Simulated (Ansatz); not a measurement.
System: ZnSe (model structure, started from the BN type, Pm-3n, No. 223, 12 atoms in the cell). Method: r²SCAN+rVV10 (Ansatz, an electronic-structure program, plane waves, PAW).

Excerpt of the program's output:

```
Crystal: 12 atoms, lattice volume = 336.444 Å³
Basis set: ecut = 560 eV, 10131 PW (Γ), exchange–correlation on 162×162×162 points (27 copies of the dense FFT grid, shifted against one another)
Bands: 101, of which v1, the nominal top of the filled ones, is band 84 counted from 1 (83 counted from 0)
Symmetry: 48 space group operations
Space group: Pm-3n (ITA 223), of the structure as read, at distance tolerance 7.0e-5 Å
k-points: 20 of 216
Functional: x = r2scan, c = r2scan + rvv10(b = 11.95, C = 0.0093); τ floored in thin density (d = 2e-4 eV/Å³)
SCF iter   1: F=—  HF=-52816.078841 eV  |F-HF|=—  |Δ(HF+E_count)|=         —  Δρ=1.19e-2  dr2=2.20e-1  dr2_τ=3.30e-2
SCF iter   2: F=—  HF=-52816.116856 eV  |F-HF|=—  |Δ(HF+E_count)|=   3.80e-2  Δρ=1.80e-3  dr2=9.43e-3  dr2_τ=1.01e-3
  ...
SCF iter   8: F=—  HF=-52816.110852 eV  |F-HF|=—  |Δ(HF+E_count)|=   1.33e-6  Δρ=3.18e-6  dr2=3.04e-8  dr2_τ=3.89e-10
SCF iter   9: F=-52816.110852 eV  HF=-52816.110852 eV  |F-HF|=7.59e-9  |Δ(HF+E_count)|=   9.92e-8  Δρ=4.87e-7  dr2=9.25e-10  dr2_τ=9.27e-12
SCF 1 converged in 9 iterations: F = -52816.110852 eV  dr2 = 9.25e-10
SCF converged after 9 iterations
Free energy (F): -52816.110852 eV
Internal energy: -52816.110852 eV  (E = F + TS)
E sigma→0 (E₀):  -52816.110852 eV
Fermi energy:    5.265151 eV
--- Stress (GPa, compression-positive) ---
        0.017560       0.000000       0.000000
        0.000000       0.017560       0.000000
        0.000000       0.000000       0.017560
  P = ⅓ Tr σ = 0.0176 GPa (0.176 kbar)
```

Question: Write an input file that could have produced this run (the log leaves some choices open).

Answer: Several could match; the one computed here: 
Ansatz 0.2 input:
```yaml
crystal:
  lattice:
    - [6.9551116154, 0.0, 0.0]
    - [0.0, 6.9551116154, 0.0]
    - [0.0, 0.0, 6.9551116154]
  atoms:
    - { symbol: Zn, position: [0.25, 0.0, 0.5] }
    - { symbol: Zn, position: [0.5, 0.25, 0.0] }
    - { symbol: Zn, position: [0.5, 0.75, 0.0] }
    - { symbol: Zn, position: [0.75, 0.0, 0.5] }
    - { symbol: Zn, position: [0.0, 0.5, 0.75] }
    - { symbol: Zn, position: [0.0, 0.5, 0.25] }
    - { symbol: Se, position: [0.25, 0.5, 0.0] }
    - { symbol: Se, position: [0.0, 0.25, 0.5] }
    - { symbol: Se, position: [0.0, 0.75, 0.5] }
    - { symbol: Se, position: [0.75, 0.5, 0.0] }
    - { symbol: Se, position: [0.5, 0.0, 0.75] }
    - { symbol: Se, position: [0.5, 0.0, 0.25] }
basis:
  ecutwfc: 560
  ecutrho_ratio: 4
  xc_grid: 3
kpoints:
  mp_grid: { grid: [6, 6, 6] }
  band_path:
    path:
      - [0.0, 0.0, 0.0]
      - [0.0, 0.125, 0.0]
      - [0.0, 0.25, 0.0]
      - [0.0, 0.375, 0.0]
      - [0.0, 0.5, 0.0]
      - [0.125, 0.5, 0.0]
      - [0.25, 0.5, 0.0]
      - [0.375, 0.5, 0.0]
      - [0.5, 0.5, 0.0]
      - [0.416667, 0.416667, 0.0]
      - [0.333333, 0.333333, 0.0]
      - [0.25, 0.25, 0.0]
      - [0.166667, 0.166667, 0.0]
      - [0.083333, 0.083333, 0.0]
      - [0.071429, 0.071429, 0.071429]
      - [0.142857, 0.142857, 0.142857]
      - [0.214286, 0.214286, 0.214286]
      - [0.285714, 0.285714, 0.285714]
      - [0.357143, 0.357143, 0.357143]
      - [0.428571, 0.428571, 0.428571]
      - [0.5, 0.5, 0.5]
      - [0.416667, 0.5, 0.416667]
      - [0.333333, 0.5, 0.333333]
      - [0.25, 0.5, 0.25]
      - [0.166667, 0.5, 0.166667]
      - [0.083333, 0.5, 0.083333]
      - [0.5, 0.5, 0.375]
      - [0.5, 0.5, 0.25]
      - [0.5, 0.5, 0.125]
    npoints: 1
hamiltonian:
  xc: r2scan
  dispersion: rvv10
  pseudopotentials: { kind: paw }
scf:
  occupations: { method: fermi_dirac, width: 0.01 }
  convergence: { dr2_threshold: 0.0000000012 }
output:
  forces: true
  stress: true
  eigenvalues: true
  write_bands: true
```

The PAW data were made under PBE.

Note: the relaxation could raise the start's symmetry but not lower it, so the cell can be a saddle point.

A model structure was made by putting elements into a prototype or built by hand; it is no filed structure, need not be a known phase, and can be a saddle point held by its symmetry.
